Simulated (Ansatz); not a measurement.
The starting structures come from a database of crystals and need not be the phases stable at ambient conditions.

By PBEsol, the system below comes out a metal.

Here is the system:

```xyz
6
Lattice="4.1705 0.0000 0.0000 0.0000 4.1705 0.0000 2.0852 -2.0852 3.9751" Properties=species:S:1:pos:R:3 pbc="T T T"
Mo     2.0852     0.0000     3.8714
Mo     4.1705     0.0000     1.8839
Mo     2.0852     2.0852     2.0912
Mo     2.0852     0.0000     0.1037
N      4.1705     2.0852     1.9875
N      4.1705     0.0000     3.9751
```

Space group of this cell: I4_1/amd, anti-anatase. The cell is strained (lengths across the current scaled by 0.98, ions clamped); by PBEsol its mean pressure is 6.7 GPa.

The current flows along the normal of the first two printed cell vectors, the (001) (indices of the unstrained crystal) plane of the conventional cell. No spin-orbit coupling; the value is a mean over 0.1 eV about the Fermi level.

Problem. Give the ballistic conductance per area that Ansatz (a first-principles code) with PBEsol yields.

Solution. 0.90 × 10¹⁵ S/m² for both spins.
